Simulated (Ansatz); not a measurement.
## A computed series for BAs: response to strain

Consider BAs in the zinc blende structure (space group F-43m, No. 216; a = 4.7322 Å). Axes: x, y, z lie along the cube axes.

Strains are applied to the cell and any free atomic positions relax; under biaxial strain the out-of-plane vector relaxes too.

Computed with LDA, PAW, 420 eV (Ansatz, a quantum-chemistry and plane-wave program; scalar-relativistic without spin-orbit coupling).

Notes on the quantities. energy relative to the base: free energy F.

```tsv
biaxial strain, plane normal [111], relaxed out of plane (%)	energy relative to the base (meV/atom)
-2.5	21.3
-2.08	14.6
-1.67	?
-1.25	5.2
-0.83	2.3
-0.42	0.6
0	0.0
```

### Question
Fit ΔE = Aε² + Bε³ (ε in %) to the rows shown and predict the withheld row.

### Answer
Least squares on the printed values gives A = 3.25 and B = -0.063 meV/atom (largest residual 0.0 meV/atom); this predicts 9.4 meV/atom, and the run gives 9.3 meV/atom, in agreement.

No phonon test of stability was made.
